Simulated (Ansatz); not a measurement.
The starting structures come from a database of crystals and need not be the phases stable at ambient conditions.

The decay constant κ of evanescent states in the gap governs leakage through a thin film.

Consider the following.

```
CELL_PARAMETERS angstrom
      6.14261     0.00000     0.00000
     -3.07130     5.31965     0.00000
      3.07130     1.77322     5.01542
ATOMIC_POSITIONS crystal
  Ba 0.50000 0.75000 0.75000
  Ba 0.50000 0.25000 0.25000
  Ta 0.00000 0.50000 0.50000
  Bi 0.00000 0.00000 0.00000
  O  0.00000 0.26922 0.73078
  O  0.00000 0.73078 0.26922
  O  0.00000 0.73078 0.73078
  O  0.00000 0.26922 0.26922
  O  0.53844 0.26922 0.73078
  O  0.46156 0.73078 0.26922
```

Space group of this cell: Fm-3m. The cell is taken as given; by r2SCAN its mean pressure is -4.0 GPa.

Transport runs along the normal of the first two printed cell vectors, the (111) plane of the conventional cell.

The gap is the functional's own, uncorrected, and κ follows it; spin-orbit coupling is left out. Mid-gap values are interpolated between the computed energies.

**Question.** Predict the band gap and the smallest decay constant κ at mid-gap from r2SCAN run with Ansatz (a quantum-chemistry and plane-wave program).

**Answer.** Gap 3.04 eV on a 8×8×8 mesh; κ = 0.286 1/Å, at (0.500, 0.000) of the in-plane reciprocal vectors. At the zone centre, at the nearest computed energy, the slowest state has κ = 0.35 1/Å.
